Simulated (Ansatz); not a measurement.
Subject: the energy change from cell B to cell A (net 1 Fe added, other atoms rearranged, in a slab cell with one atom a plane). Reaction: cell B + Fe (bcc) → cell A. A negative value means that the right-hand side lies lower.

Cell A: a stack of composition Fe4Cu6 built on Cu (fcc, Fm-3m) (100), with 6 atoms on that crystal's sites, 10 atoms, square cell of 2.57 Å (6.6 Å²), symmetry P4mm, 16.4 Å thick under 16 Å of vacuum, in-plane vectors held at the crystal's, which may strain the added film; planes from bottom to top: Cu × 6 | Fe × 4; spin state with PBE: parallel moments, net moment 10.7 μB a cell, k-point mesh 18×18×1.
```xyz
10
Lattice="2.5667 0.0000 0.0000 0.0000 2.5667 0.0000 0.0000 0.0000 32.3343" Properties=species:S:1:pos:R:3 pbc="T T T"
Cu     1.2833     1.2833     8.0035
Cu     0.0000     0.0000     9.7624
Cu     1.2833     1.2833    11.5842
Cu     0.0000     0.0000    13.3995
Cu     1.2833     1.2833    15.2109
Cu     0.0000     0.0000    17.0322
Fe     1.2833     1.2833    18.8737
Fe     0.0000     0.0000    20.7444
Fe     1.2833     1.2833    22.6255
Fe     0.0000     0.0000    24.4353
```

Cell B: a stack of composition Fe3Cu6 built on Cu (fcc, Fm-3m) (100), with 6 atoms on that crystal's sites, 9 atoms, square cell of 2.57 Å (6.6 Å²), symmetry P4mm, 14.6 Å thick under 16 Å of vacuum, in-plane vectors held at the crystal's, which may strain the added film; planes from bottom to top: Cu × 6 | Fe × 3; spin state with PBE: parallel moments, net moment 8.2 μB a cell, k-point mesh 18×18×1.
```yaml
crystal:
  lattice:
    - [2.56669, 0.00000, 0.00000]
    - [0.00000, 2.56669, 0.00000]
    - [0.00000, 0.00000, 30.51940]
  atoms:
    - { symbol: Cu, position: [0.00000, 0.00000, 0.26257] }
    - { symbol: Cu, position: [0.50000, 0.50000, 0.32022] }
    - { symbol: Cu, position: [0.00000, 0.00000, 0.37992] }
    - { symbol: Cu, position: [0.50000, 0.50000, 0.43940] }
    - { symbol: Cu, position: [0.00000, 0.00000, 0.49877] }
    - { symbol: Cu, position: [0.50000, 0.50000, 0.55851] }
    - { symbol: Fe, position: [0.00000, 0.00000, 0.61887] }
    - { symbol: Fe, position: [0.50000, 0.50000, 0.68083] }
    - { symbol: Fe, position: [0.00000, 0.00000, 0.74091] }
```

Reference: Fe (bcc, Im-3m), 1 atom in the cell; spin state with PBE: net moment 2.2 μB a cell, k-point mesh 30×30×30 on the run's own vectors. Conventional cell: a = b = c = 2.8320 Å, α = β = γ = 90.00°.

Computed with Ansatz (plane waves, PAW), its default PAW set, cutoff 420 eV. The structures are at rest with PBE, within the held lattices. Neutral cells; Fermi-Dirac smearing of at most 0.10 eV in the solids, energies taken to zero width. A dispersion term (D3(BJ), or D4 for r2SCAN) was computed beside these levels and is taken off wherever the name lacks it. Static lattices, no vibrational contributions. The structures are the rest points that the relaxations reached, not proven lowest. No search over spin orders was made beyond those shown. No correction for cell size. Cell A has symmetry P4mm and got no random move, so less symmetric positions, which may lie lower, weren't tried. Cell B has symmetry P4mm and got no random move, so less symmetric positions, which may lie lower, weren't tried.

Question: Estimate the value that PBE returns for this input.

Answer: 0.15 eV, for cell B + Fe (bcc) → cell A.

Ansatz is a first-principles code.
